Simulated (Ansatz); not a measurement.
## Point defect Al interstitial in silicon

All values below come from PBE, PAW (plane waves to 420 eV; Ansatz, an electronic-structure program). The supercell holds 64 host sites (2×2×2 repeats of the unit cell), with a 2×2×2 shifted k-point sampling for the final energies. Site at the start: void with 6Si nearest. Finite-size correction: monopole term and site-potential alignment. Dielectric constants: PBE linear response of the host. Host gap at this level: 0.61 eV. These values are not converged in cell size to better than tenths of an eV. Levels are measured in PBE's own, too narrow, gap. Spin–orbit coupling is left out. Each state is the lowest found from its start.

Formation energies E_f are given with the Fermi level at the valence-band maximum. Chemical conditions: host crystal and elements as references (Δμ(Al) = 0.00 eV; Al taken from its element, since no compound that bounds it was computed at this level; only phases computed here count, gases as isolated molecules at 0 K). Reference phases: Al: fcc Al.

The name describes the start; the neighbours show where the added atom ended.

```csv
charge,moment (μB),point group,largest move off a lattice site (Å),neighbours of the added atom at the end (Å),image correction with alignment (eV),"E_f, host crystal and elements as references (eV)"
+2†,1.0,–,0.13,"Si 2.49, Si 2.49, Si 2.49, Si 2.49",0.79,–
+1,not spin-polarised,Td,0.13,"Si 2.49, Si 2.49, Si 2.49, Si 2.49",0.28,2.13
0†,fractional,–,0.13,"Si 2.50, Si 2.50, Si 2.50, Si 2.50",0.00,2.80
−1†,not spin-polarised,–,0.14,"Si 2.50, Si 2.50, Si 2.50, Si 2.51",-0.07,–
```

† Not settled in this cell, so no level is given: charge +2: a level filled in part, carriers not clearly localised, level within 0.1 eV of a band edge or past it; charge 0: fractional moment, a level filled in part, carriers not clearly localised, level within 0.1 eV of a band edge or past it; charge −1: a level filled in part, carriers not clearly localised, level within 0.1 eV of a band edge or past it.

Point groups are those of the whole cell at tolerances of 0.03 and 0.1 Å ("near" where only the looser one holds); none is given for unsettled states.

No other site or start that was run ended lower by more than 0.1 eV.
